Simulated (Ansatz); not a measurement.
System: Bi2SO2 (model structure, started from the La2SO2 type, P-3m1, No. 164, 5 atoms in the cell). Method: PBE0 (PAW; Ansatz, a program for electronic structure).

Numerical settings: plane-wave cutoff 460 eV, 6×6×4 k mesh (along the axes of the cell as run), Fermi–Dirac smearing 0.01 eV, scalar-relativistic PAW data made under PBE.

Cell (relaxed with PBEsol):

Bi2O2S is taken in the trigonal space group P-3m1 (No. 164), Pearson symbol hP5. Conventional cell: a = 3.9410 Å, b = 3.9410 Å, c = 6.7608 Å, α = 90.00°, β = 90.00°, γ = 120.00°. Bi on 2d is coordinated by 4 O at 2.333–2.376 Å and 3 S at 2.947 Å. S on 1b is surrounded by 6 Bi at 2.947 Å (octahedral). O on 2d sees 4 Bi at 2.333–2.376 Å (tetrahedral). (Neighbours: up to the widest gap in distance over summed covalent radii, below 1.35, at either atom; cation-cation and far metal-metal contacts left out.)

Q: Estimate the band gap, smallest direct gap on the k points sampled and direct gap at Γ that the calculation returns.

A: 
- band gap = 3.06 eV
- smallest direct gap on the k points sampled = 3.73 eV
- direct gap at Γ = 4.14 eV

Note: the relaxation could raise the start's symmetry but not lower it, so the cell can be a saddle point; cell and atoms aren't relaxed at this level (largest force component 0.24 eV/Å, pressure 0.4 GPa).

Spin–orbit coupling is not included; with these elements it can move the gap by several tenths of an eV or more.

A model structure was made by putting elements into a prototype or built by hand; it is no filed structure, need not be a known phase, and can be a saddle point held by its symmetry.
